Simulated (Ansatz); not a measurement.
```
CELL_PARAMETERS angstrom
      0.00000     3.76325     3.76325
      3.76325     0.00000     3.76325
      3.76325     3.76325     0.00000
ATOMIC_POSITIONS crystal
  Sc 0.50000 0.50000 0.50000
  Sc 0.75000 0.75000 0.75000
  Al 0.12500 0.12500 0.12500
  Al 0.62500 0.12500 0.12500
  Al 0.12500 0.12500 0.62500
  Al 0.12500 0.62500 0.12500
```

Computed with PBEsol, DFPT electron-phonon coupling, linearised Boltzmann equation (plane waves, PAW, scalar-relativistic; Ansatz, a program for electronic structure). Geometry: relaxed with this functional, without spin-orbit coupling.

Question: Estimate the phonon-limited resistivity at 300 K, by direction if it differs.

Answer: 18.6 μΩ·cm.

Question: How long is the mean free path there?

Answer: 8.3 nm, weighted by the current that each state carries. Wires not much wider than this gain resistivity from their walls.

A metal at this level (no band gap). Only scattering by harmonic phonons is included (no impurities, grain boundaries, electron-electron scattering or thermal expansion). Spin-orbit coupling is left out. Halving the electron mesh (20x20x20) moves the resistivity by up to 4 % at 300 K, the mean free path by up to 2 %. Smearing 0.20 eV; phonons on a 3x3x3 q mesh, which this run doesn't test.

Computed structure with no diffraction record at hand here (it may be known, metastable or hypothetical): ScAl2 (Fd-3m).
